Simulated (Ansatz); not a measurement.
MgS (P6₃mc, No. 186, 4 atoms in the cell; start mp-1185942; a measured phase of this formula has another space group), treated with r²SCAN+rVV10 (plane waves, PAW; Ansatz, an electronic-structure program).

Numerical settings: plane-wave cutoff 560 eV, 12×12×6 k mesh (along the axes of the cell as run), Fermi–Dirac smearing 0.01 eV, scalar-relativistic PAW data made under PBE.

Cell (relaxed at this level):

```cif
data_Mg2S2
_chemical_formula_sum 'Mg2 S2'
_space_group_name_H-M_alt 'P63mc'
_space_group_IT_number 186
_space_group_name_Hall 'P 6c -2c'
_cell_length_a 4.01867
_cell_length_b 4.01867
_cell_length_c 6.43339
_cell_angle_alpha 90.000
_cell_angle_beta 90.000
_cell_angle_gamma 120.000
loop_
_atom_site_label
_atom_site_type_symbol
_atom_site_symmetry_multiplicity
_atom_site_Wyckoff_symbol
_atom_site_fract_x
_atom_site_fract_y
_atom_site_fract_z
_atom_site_occupancy
Mg1 Mg 2 b 0.66667 0.33333 0.49697 1
S1 S 2 b 0.33333 0.66667 0.37802 1
```

Task: Give the computed band gap.

Result: 
- band gap = 4.12 eV (on the SCF k mesh)

Note: the relaxation could not lower the start's symmetry, so the cell can be a saddle point above a distorted one.

Computed values are for the static lattice.

A start named mp-… is a Materials Project structure, which need not be a measured phase.
